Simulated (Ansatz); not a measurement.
**Response to strain in CdSe**

The reference is CdSe in the zinc blende structure (space group F-43m, No. 216; a = 6.133 Å). Axes: x, y, z lie along the cube axes.

Strains are applied to the cell and any free atomic positions relax; under biaxial strain the out-of-plane vector relaxes too.

Computed with r2SCAN (Ansatz, an electronic-structure program), spin-orbit coupling left out.

Notes on the quantities. pressure: mean of the normal stresses, compression positive.

| variant | band gap | pressure | ratio −ε⊥/ε∥ |
|---|---|---|---|
| base | 1.04 eV | 0.1 kbar | – |
| biaxial strain −3.00 %, plane normal [001], relaxed out of plane | 0.98 eV | 9.3 kbar | 1.41 |
| biaxial strain −2.50 %, plane normal [001], relaxed out of plane | 1.00 eV | 7.6 kbar | 1.42 |
| biaxial strain −2.00 %, plane normal [001], relaxed out of plane | 1.01 eV | 6.1 kbar | 1.42 |
| biaxial strain −1.50 %, plane normal [001], relaxed out of plane | 1.02 eV | 4.5 kbar | 1.43 |
| biaxial strain −1.00 %, plane normal [001], relaxed out of plane | 1.02 eV | 2.9 kbar | 1.45 |
| biaxial strain −0.50 %, plane normal [001], relaxed out of plane | 1.03 eV | 1.5 kbar | – |

Whether these cells are dynamically stable was not tested.
